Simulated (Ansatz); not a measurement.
## Response to strain in ScAl3

Start from ScAl3 in the Cu3Au type structure (space group Pm-3m, No. 221; relaxed with 0.1 eV smearing).

```
ScAl3
1.0
    4.10667     0.00000     0.00000
    0.00000     4.10667     0.00000
    0.00000     0.00000     4.10667
Sc Al
1 3
Direct
  0.00000   0.00000   0.00000
  0.00000   0.50000   0.50000
  0.50000   0.00000   0.50000
  0.50000   0.50000   0.00000
```

Strains are applied to the cell and any free atomic positions relax.

Level of theory: PBE/PAW in Ansatz (a quantum-chemistry and plane-wave program), without spin-orbit coupling.

Notes on the quantities. energy relative to the base: free energy F.

```tsv
variant	energy relative to the base	pressure	volume per atom
base	0 meV/atom	0.0 GPa	17.31 Å³
isotropic strain −3.00 %	+42 meV/atom	9.5 GPa	15.80 Å³
isotropic strain −2.40 %	+26 meV/atom	7.3 GPa	16.10 Å³
isotropic strain −1.80 %	+14 meV/atom	5.3 GPa	16.40 Å³
isotropic strain −1.20 %	+6.3 meV/atom	3.4 GPa	16.70 Å³
isotropic strain −0.60 %	+1.5 meV/atom	1.6 GPa	17.00 Å³
```

No phonon test of stability was made. All final runs are without spin polarisation.
